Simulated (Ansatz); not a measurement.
## Point defect V_Ga+O_N+O_N in wurtzite GaN

The numbers are results of PBE, PAW (plane waves to 420 eV; Ansatz, an electronic-structure program), not measurements. Cell: 96 sites, 3×2×2 repeats of a cell of 8 atoms; final energies on a 2×2×2 shifted mesh. Sites at the start: the Ga site; N 1.97 Å away; N 1.98 Å away, along c. Energies of charged states are corrected for periodic images (point charge plus alignment at distant sites). Dielectric constants: PBE linear response of the host. Host gap at this level: 1.71 eV. A cell of this size leaves errors of a few tenths of an eV. The semilocal functional narrows the gap, so deep levels can fall outside it. Spin–orbit coupling is left out. Each state is the lowest found from its start.

Formation energies E_f are given with the Fermi level at the valence-band maximum. Chemical conditions: Ga-rich (Δμ(Ga) = 0.00 eV, Δμ(N) = -0.88 eV, Δμ(O) = -3.04 eV, bounded by beta Ga2O3; only phases computed here count, gases as isolated molecules at 0 K); N-rich (Δμ(Ga) = -0.88 eV, Δμ(N) = 0.00 eV, Δμ(O) = -2.45 eV, bounded by beta Ga2O3; only phases computed here count, gases as isolated molecules at 0 K). Reference phases: Ga: alpha gallium, N: N2 molecule in a box, O: O2 molecule in a box.

The name describes the start; the neighbours show where the atoms ended.

Charges with a result: +1, 0, −1. Others weren't obtained, and one of them could lie lower, also by skipping a charge.

| charge | moment (μB) | largest move off a lattice site (Å) | neighbours of the last O atom of the defect at the end (Å) | image correction with alignment (eV) | E_f, Ga-rich (eV) | E_f, N-rich (eV) | above the lowest spin state (eV) |
|---|---|---|---|---|---|---|---|
| +1† | 2.0 | 0.26 | Ga 1.94, Ga 1.94, Ga 1.94, Ga 3.06, N 3.06, N 3.06, N 3.07 | -0.11 | – | – | 0.00 |
| +1† | not spin-polarised | 0.23 | Ga 1.93, Ga 1.93, Ga 1.93, Ga 3.05, N 3.05, N 3.05, N 3.06 | -0.13 | – | – | 0.22 |
| 0 | 1.0 | 0.24 | Ga 1.93, Ga 1.93, Ga 1.93, N 3.04, N 3.04, Ga 3.04, N 3.05 | 0.02 | 2.92 | 2.63 | 0.00 |
| 0 | 1.0 | 0.24 | Ga 1.93, Ga 1.93, Ga 1.93, N 3.04, N 3.04, Ga 3.04, N 3.05 | 0.02 | 2.92 | 2.63 | 0.00 |
| −1 | 0.0 | 0.26 | Ga 1.92, Ga 1.93, Ga 1.93, N 3.02, N 3.02, Ga 3.02, N 3.03 | 0.42 | 3.87 | 3.58 | 0.00 |
| −1 | not spin-polarised | 0.26 | Ga 1.92, Ga 1.93, Ga 1.93, N 3.02, N 3.02, Ga 3.02, N 3.03 | 0.42 | 3.87 | 3.58 | 0.00 |

† Not settled in this cell, so no level is given: charge +1: level within 0.1 eV of a band edge or past it.

Starting moments that weren't kept: charge 0 began with 3 μB and ended with 1.0; charge −1 began with 2 μB and ended with 0.0.

Transition levels above the valence-band maximum: ε(0/−1) = 0.95 eV. On the lower envelope of the bound states, inside the gap: (0/−1) at 0.95 eV.

Flagged in the runs: a host whose relaxation on this sampling wasn't shown to rest, a strain field that reaches the edge of the cell.

All states together cost roughly 15 core-hours.
